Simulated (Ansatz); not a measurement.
Take ZnO in the wurtzite structure (space group P6_3mc, No. 186; a = 3.280 Å, c = 5.293 Å) as the base. Axes: x lies along a and z along c of the hexagonal cell.

(Cell as relaxed with PBE.)

Levels (all Ansatz, a program for electronic structure, PAW): PBE (420 eV, scalar-relativistic without spin-orbit coupling); r2SCAN (500 eV, no spin-orbit coupling).

Each level relaxes its own structure.

| base | PBE | r2SCAN |
|---|---|---|
| volume per atom | 12.33 Å³ | 11.81 Å³ |
| lattice parameter a | 3.280 Å | 3.235 Å |
| band gap | 0.74 eV | 1.24 eV |

Perturbation: uniaxial stress, 0.5 GPa compression along z; all other stress components relax to zero.

| quantity | PBE | r2SCAN |
|---|---|---|
| electron mass | 0.14 mₑ (at Γ) | 0.19 mₑ (at Γ) |
| volume per atom | 12.31 Å³ | 11.80 Å³ |
| band gap | 0.75 eV | 1.24 eV |
| shift of the gap caused by the change | +0.01 eV | +0.01 eV |

PBE's volume per atom lies 0.51 Å³ above r2SCAN's (4.4 %); PBE's band gap lies 0.49 eV below r2SCAN's; the two agree on the shift of the gap caused by the change. Neither level is exact; r2SCAN is the comparison here, not a measurement.

Load acts through the strain it causes; cell and atoms are relaxed under it. Effective masses come from finite differences of ±0.01 Å⁻¹. Stability under load was not tested beyond the relaxation.
